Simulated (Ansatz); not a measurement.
Functionals compared on the (211) surface of beta tin in its 1x1 cell, outermost plane spacing 1.54 Å in the ideal cut (one of several cuts of this face), in Ansatz (plane waves, PAW). The structure was relaxed with PBE; the other rows are single points on it, each with its references at the same level. Cutoff 420 eV (500 eV for r2SCAN).

Slab: 12 atoms, 11.8 Å thick at the start; k 9x6x1, smearing 0.1 eV, dipole-corrected; all atoms relaxed; held to the start's symmetry, so lower structures may exist; no spin, no spin-orbit, no U. These notes are the PBE run's.

```csv
functional,surface energy (J/m²),work function of the top face (eV),rough cost of the single point
PBE,0.39,4.11,–
LDA,0.58,4.37,about 3.0 core-minutes (a rough figure)
PBEsol,0.53,4.19,around 3 core-minutes (rough)
RPBE,[?],[?],about 3 core-minutes (a rough figure)
r2SCAN,0.47,4.25,about 7 core-minutes (a rough figure)
```

Fill in the missing entries.


- RPBE, surface energy (J/m²): 0.29
- RPBE, work function of the top face (eV): 4.00

Ansatz is a first-principles code.
